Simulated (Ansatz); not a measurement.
Reference: KI (Fm-3m), PBEsol, rigid bands (plane waves, PAW, scalar-relativistic; Ansatz, a quantum-chemistry and plane-wave program); axes and stresses refer to this cell.

```
KI
1.0
    0.00000     3.50351     3.50351
    3.50351     0.00000     3.50351
    3.50351     3.50351     0.00000
K I
1 1
Direct
  0.00000   0.00000   0.00000
  0.50000   0.50000   0.50000
```

The electron conductivity mass comes out as 0.33 mₑ, the Seebeck coefficient, n-type 1e19 cm⁻³ is -164 μV/K and the Seebeck coefficient, p-type 1e19 cm⁻³ is 476 μV/K.

Change: spin-orbit coupling switched on. What happens to electron conductivity mass, Seebeck coefficient, n-type 1e19 cm⁻³, Seebeck coefficient, p-type 1e19 cm⁻³?

electron conductivity mass moves little, to 0.33 mₑ; Seebeck coefficient, n-type 1e19 cm⁻³ moves little, to -164 μV/K; Seebeck coefficient, p-type 1e19 cm⁻³ falls to 411 μV/K.

Masses are for dilute carriers at 300 K, harmonic means over directions unless an axis is named. Seebeck coefficients are for the stated density at 300 K, with one relaxation time for all states and whether or not that doping can be reached. Spin-orbit coupling is left out unless a row names it; without it the gap and masses of crystals with these elements can be far off.
